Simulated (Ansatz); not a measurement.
Reference: BN (F-43m), PBEsol, rigid bands (plane waves, PAW, scalar-relativistic; Ansatz, a quantum-chemistry and plane-wave program); geometry: cell and atoms relaxed with PBEsol.

```cif
data_B4N4
_chemical_formula_sum 'B4 N4'
_space_group_name_H-M_alt 'F-43m'
_space_group_IT_number 216
_space_group_name_Hall 'F -4 2 3'
_cell_length_a 3.60569
_cell_length_b 3.60569
_cell_length_c 3.60569
_cell_angle_alpha 90.000
_cell_angle_beta 90.000
_cell_angle_gamma 90.000
loop_
_atom_site_label
_atom_site_type_symbol
_atom_site_symmetry_multiplicity
_atom_site_Wyckoff_symbol
_atom_site_fract_x
_atom_site_fract_y
_atom_site_fract_z
_atom_site_occupancy
B1 B 4 a 0.00000 0.00000 0.00000 1
N1 N 4 c 0.25000 0.25000 0.25000 1
```
(The calculation used a cell of 2 atoms; values per cell refer to that cell.)

* **band gap**: 4.30 eV
* **electron conductivity mass**: 0.39 mₑ
* **Seebeck coefficient, n-type 1e19 cm⁻³**: -283 μV/K

Question: Replace N by P on the same sites and relax. What happens?

Answer: BP (F-43m): volume per atom 5.9 to 11.5 Å³; band gap falls (4.30 eV to 1.11 eV); electron conductivity mass falls (0.39 mₑ to 0.33 mₑ); Seebeck coefficient, n-type 1e19 cm⁻³ rises in size (-283 μV/K to -336 μV/K).

Question: Replace N by As on the same sites and relax. What happens?

Answer: BAs (F-43m): volume per atom 5.9 to 13.5 Å³; band gap falls (4.30 eV to 1.08 eV); electron conductivity mass falls (0.39 mₑ to 0.30 mₑ); Seebeck coefficient, n-type 1e19 cm⁻³ rises in size (-283 μV/K to -322 μV/K).

Moves up to 5 % count as about the same. Masses are for dilute carriers at 300 K, harmonic means over directions unless an axis is named. Seebeck coefficients are for the stated density at 300 K, with one relaxation time for all states and whether or not that doping can be reached. Spin-orbit coupling is left out.
